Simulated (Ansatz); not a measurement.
Here is the system:

```
CELL_PARAMETERS angstrom
      0.00000     2.17831     2.12625
      2.17831     0.00000     2.12625
      2.17831     2.17831     0.00000
ATOMIC_POSITIONS crystal
  C  0.75000 0.75000 0.75000
  Si 0.00000 0.00000 0.00000
```

No spin polarisation.

Method: plane-wave PAW DFT at the r2SCAN level (Ansatz, a first-principles code, 500 eV), no SOC, earlier PAW set. k-mesh 13×13×13 (Γ-centred); smearing 0.05 eV (Fermi–Dirac).

Q: Predict the band gap, smallest direct gap, stress and hole mass.

A: The band gap is 1.43 eV. The smallest direct gap is 5.05 eV. The stress (xx, yy, zz, yz, xz, xy; compression positive) comes out as (3.57, 3.57, 10.02, 0.00, 0.00, 0.00) GPa and the hole mass is 0.37 mₑ along z, 0.56 mₑ across (at Γ).

The cells carry an imposed strain or load. Masses are band curvatures over ±0.01 Å⁻¹ around the edge. Stability against distortions was not tested. The cell was made from SiC in the zinc blende structure (space group F-43m, No. 216) by this change: uniaxial strain ε_zz = −2.39 %.
